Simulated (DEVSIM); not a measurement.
Device: abrupt Ge n-p junction, at 250 K.

Layer 1 from the left is Ge, thickness (μm) 7.40, Nd (cm⁻³) 1.9e16, τn (s) 6.7e-6, τp (s) 6.7e-6. Layer 2 from the left is Ge, thickness (μm) 6.30, Na (cm⁻³) 1.4e15, τn (s) 6.7e-6, τp (s) 6.7e-6.

Left contact: ohmic. Right contact: ohmic. Voltage is applied to the left contact. Recombination: SRH at mid-gap, Auger. Mobility is μmin + (μ − μmin)/(1 + (N/Nref)^α).

The device is made up for the run: typed textbook-type constants, with dimensions and the other settings drawn at random. Values at 300 K; Nc and Nv go as T^1.5, mobilities as T to minus their exponent, the gap by Varshni's rule with the affinity fixed.

Ge: gap (eV) 0.664, affinity (eV) 4, permittivity 16, Nc (cm⁻³) 1.04e19, Nv (cm⁻³) 6e18, μn (cm²/Vs) 3900, μp (cm²/Vs) 1900, μn,min 150, μp,min 100, Nref,n 2.6e17, Nref,p 4e17, αn 0.56, αp 0.6, T exponent of μn 1.66, T exponent of μp 2.33, Cn (cm⁶/s) 1e-31, Cp (cm⁶/s) 1e-31, Varshni α (eV/K) 0.000477, Varshni β (K) 235.

Question: Estimate by hand the built-in potential, the peak field at zero bias, the capacitance at 6 V, and compare with a numerical solution.

Answer: 
- Built-in potential: ni = √(Nc Nv) exp(−Eg/2kT) = 7.88e11 cm⁻³ with Eg = 0.683 eV; Vbi = kT/q ln(Na Nd/ni²) = 0.379 V; numerical 0.379 V.
- Peak field at zero bias: depletion approximation: W = √(2εVbi/(qN)) = 0.717 μm with N = 1.30e15 cm⁻³; field = 2Vbi/W = 10600 V/cm; numerical 10500 V/cm.
- Capacitance at 6 V: C = √(qεN / 2(Vbi + |V|)) = 4.82 nF/cm²; numerical 4.83 nF/cm².

Simulated with DEVSIM: 1D drift-diffusion, Boltzmann statistics, complete ionisation; no tunnelling, impact ionisation, image-force lowering or self-heating.
